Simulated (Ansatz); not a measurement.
The starting structures come from a database of crystals and need not be the phases stable at ambient conditions.

By PBEsol, the system below comes out a metal.

The ballistic (Sharvin) conductance counts the channels at the Fermi level: G/A = (e²/h) × channels of both spins per area.

Here is the system:

```xyz
1
Lattice="3.3156 0.0000 0.0000 -1.6519 2.8748 0.0000 0.8319 1.4374 2.8697" Properties=species:S:1:pos:R:3 pbc="T T T"
Sn     0.0000     0.0000     0.0000
```

Space group of this cell: I4/mmm. The cell is taken as given; by PBEsol its mean pressure is -1.8 GPa.

The current flows along the normal of the first two printed cell vectors, the (110) plane of the conventional cell. No spin-orbit coupling; the value is a mean over 0.1 eV about the Fermi level.

Question: Give the ballistic conductance per area that PBEsol (Ansatz, a first-principles code) yields.

Answer: 1.1 × 10¹⁵ S/m² for both spins.
